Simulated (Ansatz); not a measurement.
## Ansatz run on AgSb (Fm-3m, 2 atoms in the cell): self-consistent single point

Method of the run: PBE (plane waves, PAW; Ansatz, a quantum-chemistry and plane-wave program).

This input was run:

Ansatz 0.2 input:
```yaml
crystal:
  lattice:
    - [0.000000, 3.048877, 3.048877]
    - [3.048877, 0.000000, 3.048877]
    - [3.048877, 3.048877, 0.000000]
  atoms:
    - { symbol: Sb, position: [0.000000, 0.000000, 0.000000] }
    - { symbol: Ag, position: [0.500000, 0.500000, 0.500000] }
basis:
  ecutwfc: 420.0
kpoints:
  mp_grid:
    grid: [8, 8, 8]
hamiltonian:
  xc: pbe
  pseudopotentials:
    kind: paw
scf:
  occupations:
    method: gaussian
    width: 0.05
output:
  forces: true
  eigenvalues: true
  stress: true
```

Output (repeated stretches shortened):

```
WARN ansatz: RAYON_NUM_THREADS=1 ignored (pool sized by the plan → 1); use --threads N
Pseudopotentials: kind: paw
Pseudopotential: Sb, paw, valence charge 15
Pseudopotential: Ag, paw, valence charge 19
Crystal: 2 atoms, lattice volume = 56.683 Å³
Basis set: ecut = 420 eV, 1067 PW (Γ), exchange–correlation on 60×60×60 points (8 copies of the dense FFT grid, shifted against one another)
Bands: 21, of which v1, the nominal top of the filled ones, is band 17 counted from 1 (16 counted from 0)
Symmetry: 48 space group operations
Space group: Fm-3m (ITA 225), of the structure as read, at distance tolerance 3.8e-5 Å
k-points: 29 of 512
Initial density: superposition of atomic densities (neutral atoms: chi_scale 0, normalization atom), corrected by the library's trained network
Initial wavefunctions: pseudopotential atomic-orbital guess
Eigensolver: davidson
Functional: x = pbe(κ = 0.804, μ = 0.2195149727645171), c = pbe(β = 0.06672455060314922)
SCF iter   1: F=—  HF=-14074.498190 eV  |F-HF|=—  |Δ(HF+E_count)|=         —  Δρ=1.08e-3  dr2=5.55e-4  ethr=1.77e-3  ⟨swp⟩=5.3  Hψ=2694  notcnv=0
all-band conjugate gradients solve this SCF's bands
preconditioner: auto → LDOS
SCF iter   2: F=—  HF=-14074.498080 eV  |F-HF|=—  |Δ(HF+E_count)|=   1.10e-4  Δρ=5.70e-4  dr2=1.42e-4  ethr=1.63e-6  ⟨swp⟩=3.2  Hψ=1514  notcnv=0  defer=4
preconditioner: auto → Kerker (q_TF=auto, 2.506 Å⁻¹)
SCF iter   3: F=—  HF=-14074.498055 eV  |F-HF|=—  |Δ(HF+E_count)|=   2.47e-5  Δρ=1.89e-4  dr2=3.31e-5  ethr=4.18e-7  ⟨swp⟩=2.0  Hψ=1036  notcnv=0  defer=7
SCF iter   4: F=—  HF=-14074.498051 eV  |F-HF|=—  |Δ(HF+E_count)|=   4.17e-6  Δρ=7.43e-5  dr2=6.06e-6  ethr=9.73e-8  ⟨swp⟩=1.6  Hψ=618  notcnv=0  defer=7
SCF iter   5: F=—  HF=-14074.498051 eV  |F-HF|=—  |Δ(HF+E_count)|=   6.32e-7  Δρ=1.65e-5  dr2=1.91e-7  ethr=1.78e-8  ⟨swp⟩=2.0  Hψ=822  notcnv=0  defer=7
SCF iter   6: F=-14074.498051 eV  HF=-14074.498051 eV  |F-HF|=1.63e-8  |Δ(HF+E_count)|=   1.69e-8  Δρ=5.68e-6  dr2=1.68e-8  ethr=2.94e-10  ⟨swp⟩=6.6  Hψ=2517  notcnv=0
SCF 1 converged in 6 iterations: F = -14074.498051 eV  dr2 = 1.68e-8
SCF converged after 6 iterations
Free energy (F): -14074.498051 eV
Harris-Foulkes:  -14074.498051 eV  (|F-HF|=1.63e-8)
Internal energy: -14074.496118 eV  (E = F + TS)
E sigma→0 (E₀):  -14074.497084 eV
Entropy (-TS):   -0.001932 eV (-0.966 meV/atom)
Fermi energy:    9.403852 eV
--- Per-component energies (eV) ---
  E_band       = -547.987623
  E_kinetic    = 729.887564
  E_local      = -4598.774679  (includes V_loc(G=0)·N_el)
  E_nonlocal   = 441.844300
  E_hartree    = 2056.222831
  E_xc         = -320.831660
  E_vxc        = -327.736478  (∫ρ·V_xc dr)
  E_paw        = -8477.123519  (= ΣΔE_a)
  E_vpaw       = -905.656440  (= ΣTr[D̂ρ^β])
  E_aug_tail   = 0.000311  (compensation charges beyond the density's cutoff)
  E_ewald      = -3905.721265
  E_smearing   = -0.001932  (= −TS)
  E_closure    = 0.000000  (closes the sum)
  Σ components = -14074.498051   (vs F -14074.498051, Δ=0.00e0)
--- Forces (eV/Å), atoms counted from 1 ---
  atom   1  Sb    -0.00000000     0.00000000    -0.00000000
  atom   2  Ag     0.00000000    -0.00000000     0.00000000
  max |Σ_I F_I| component: 8.23e-29 eV/Å
--- Stress (GPa, compression-positive) ---
       -6.907867      -0.000000       0.000000
        0.000000      -6.907867      -0.000000
        0.000000      -0.000000      -6.907867
  P = ⅓ Tr σ = -6.9079 GPa (-69.079 kbar)
  The stress holds the Pulay correction. Without it, at fixed plane waves, as pw.x and ABINIT print it: P = -6.9455 GPa
--- Band table (eV; the first three rows and the last of 29) ---
  k-point 0: bands = ["-82.2702", "-45.7454", "-45.7454", "-45.7454", "-19.4049", "-19.4049", "-19.3995", "-19.3995", "-19.3995", "-0.5828", "5.2933", "5.2933", "5.3491", "5.3491", "5.3491", "10.3674", "10.3674", "10.3674", "12.0546", "17.6152", "17.6152"]
  k-point 1: bands = ["-82.2702", "-45.7455", "-45.7454", "-45.7454", "-19.4048", "-19.4048", "-19.3993", "-19.3991", "-19.3991", "-0.4385", "5.2285", "5.2285", "5.3165", "5.3716", "5.3716", "9.1191", "10.4829", "10.4829", "13.1499", "16.4625", "17.1998"]
  k-point 2: bands = ["-82.2702", "-45.7457", "-45.7454", "-45.7454", "-19.4044", "-19.4044", "-19.3989", "-19.3980", "-19.3980", "-0.0373", "5.0718", "5.0718", "5.1730", "5.4375", "5.4375", "7.5352", "10.7756", "10.7756", "13.7697", "15.9486", "15.9486"]
  k-point 28: bands = ["-82.2702", "-45.7458", "-45.7458", "-45.7457", "-19.4056", "-19.4029", "-19.3977", "-19.3977", "-19.3943", "0.8836", "4.9920", "5.2381", "5.2381", "5.6189", "6.0188", "7.4149", "7.4149", "7.6000", "13.7578", "15.5287", "17.0325"]
```

The run converged in 6 iterations.

The starting cell was generated: these elements placed on a structure prototype, without a prior relaxation; it need not be a known phase or ordering of this composition. Spin-orbit coupling is off. With a pressure of about -7 GPa the cell is away from its equilibrium volume at this level. Ansatz's pressure includes its estimate of the finite-basis (Pulay) stress. The run gives no clean gap (levels at the Fermi energy touch, overlap or are partly filled at this smearing), which alone does not show that the compound is a metal.
